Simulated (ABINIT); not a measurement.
Worked example: self-consistent single point of Re (P6_3/mmc, 4 atoms in the cell) in ABINIT.

Method of the run: PBE, norm-conserving pseudopotentials (PseudoDojo nc-sr-05 PBE standard) (plane waves; ABINIT).

The change in words: lattice scaled by 0.98. Reference geometry:
```
Re
1.0
    2.76833     0.00000     0.00000
   -1.38416     2.39744     0.00000
    0.00000     0.00000     8.94511
Re
4
Direct
  0.00000   0.00000   0.00000
  0.00000   0.00000   0.50000
  0.33333   0.66667   0.25000
  0.66667   0.33333   0.75000
```

Reference input (self-consistent single point, DFT, PBE, plane waves, norm-conserving pseudopotentials (PseudoDojo nc-sr-05 PBE standard)): pseudos = [Re.upf]; ecut = 36 Ha; occopt = 3; tsmear = 0.00183747 Ha; ngkpt = 11 11 3; nshiftk = 1; shiftk = 0 0 0; potentials = PseudoDojo nc-sr-05 PBE standard; nband = 39; kptopt = 1; nstep = 60; tolvrs = 1e-11. This run's input differs from it in these lines:

```diff
@@ -3,6 +3,6 @@
 pseudos "Re.upf"
-acell 2.7683262067 2.7683262067 8.9451070000 Angstrom
+acell 2.7129593387 2.7129593387 8.7662050000 Angstrom
 rprim
-         1.0000000000   -0.0000000173    0.0000000000
-        -0.4999999850    0.8660254124    0.0000000000
+         1.0000000000    0.0000000632    0.0000000000
+        -0.5000000547    0.8660253722    0.0000000000
          0.0000000000    0.0000000000    1.0000000000
@@ -14,5 +14,5 @@
          0.0000000000    0.0000000000    0.0000000000
-         0.0000000000    0.0000000000    8.4519011927
-         0.0000000523    3.0203377011    4.2259505964
-         2.6156892033    1.5101688052   12.6778517891
+         0.0000000000    0.0000000000    8.2828633012
+        -0.0000001870    2.9599305718    4.1414316506
+         2.5633749751    1.4799654479   12.4242949517
 ecut 36 Ha
```

Output (repeated stretches shortened):

```
--- !BeginCycle
solver: {iscf: 7, nstep: 60, nline: 4, wfoptalg: 0, }
tolerances: {tolvrs: 1.00E-11, }
...

     iter   Etot(hartree)      deltaE(h)  residm     vres2
 ETOT  1  -346.99028495437    -3.470E+02 3.167E-01 8.307E+01
 ETOT  2  -347.16055192245    -1.703E-01 7.163E-02 1.763E+01
 ETOT  3  -347.16290617595    -2.354E-03 2.166E-03 1.307E+01
 ETOT  4  -347.16440245832    -1.496E-03 3.033E-03 1.730E-01
 ETOT  5  -347.16442201345    -1.956E-05 1.195E-03 3.266E-04
 ETOT  6  -347.16442206571    -5.226E-08 1.916E-03 3.081E-05
 ETOT  7  -347.16442207021    -4.503E-09 5.572E-04 1.139E-08
 ETOT  8  -347.16442207022    -4.263E-12 9.523E-04 1.201E-10
 ETOT  9  -347.16442207022    -1.080E-12 2.108E-04 5.814E-12
 At SCF step    9       vres2   =  5.81E-12 < tolvrs=  1.00E-11 =>converged.

 Cartesian components of stress tensor (hartree/bohr^3)
  sigma(1 1)= -9.55964752E-04  sigma(3 2)=  0.00000000E+00
  sigma(2 2)= -9.55964754E-04  sigma(3 1)=  0.00000000E+00
  sigma(3 3)= -9.68996655E-04  sigma(2 1)= -1.69825451E-12

 ----iterations are completed or convergence reached----

 reduced coordinates (array xred) for    4 atoms
       0.000000000000      0.000000000000     -0.000000001092
       0.000000000000      0.000000000000      0.499999998908
       0.333333333333      0.666666666667      0.249999998908
       0.666666666667      0.333333333333      0.749999998908
 cartesian forces (eV/Angstrom) at end:
    1     -0.00000000000000    -0.00000000000000    -0.00000000000000
   [... lines left out ...]
 Fermi (or HOMO) energy (hartree) =   0.65881   Average Vxc (hartree)=  -0.55152
 Fermi (or HOMO) energy (eV) =  17.92710   Average Vxc (eV)= -15.00764
   [... lines left out ...]
total_energy        : -3.47164422070220E+02
total_energy_eV     : -9.44682435148780E+03
band_energy         : -2.43230839188637E+01
...

-Cartesian components of stress tensor (GPa)         [Pressure=  2.8253E+01 GPa]
- sigma(1 1)= -2.81254493E+01  sigma(3 2)=  0.00000000E+00
- sigma(2 2)= -2.81254493E+01  sigma(3 1)=  0.00000000E+00
- sigma(3 3)= -2.85088610E+01  sigma(2 1)= -4.99643643E-08

 Calculation completed.
```

The run converged in 9 iterations. Against the reference run the free energy goes up by 79.9 meV/atom and the pressure goes from 2.32 to 28.25 GPa.

The starting cell comes from a database of computed structures (which also holds hypothetical and non-ambient phases and stackings), without a prior relaxation at this level. Its lattice was rescaled by a random factor within 2.5 % of one. For this run, on top of that: lattice scaled by 0.98. Spin polarisation is off. With a pressure of about 28 GPa the cell is away from its equilibrium volume at this level.

Cost on one core of a shared machine: roughly 2 min.
